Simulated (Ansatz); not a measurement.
Input:

```
BP
1.0
    3.14368     0.00000     0.00000
    0.00000     3.14368     0.00000
    1.57184    -1.57184     2.28670
B P
1 1
Cartesian
  0.00000   0.00000   0.00000
  3.14368   1.57184   1.14335
```

No spin polarisation.

Computed with Ansatz (an electronic-structure program), r2SCAN, PAW, cutoff 500 eV, scalar-relativistic without spin-orbit coupling. Settings: 12×12×12 k-points, 0.05 eV Fermi–Dirac smearing.

Problem. Predict the space group.

Solution. I-4m2 (No. 119).

Problem. What is the computed smallest direct gap?

Solution. 3.50 eV.

Problem. What valence-band top at Γ (three highest levels, from the VBM) does the calculation give?

Solution. 0.00, 0.00, -0.31 eV.

The cells carry an imposed strain or load. Stability against distortions was not tested. The cell was made from BP in the zinc blende structure (space group F-43m, No. 216) by this change: biaxial strain −2.00 %, plane normal [001], relaxed out of plane.
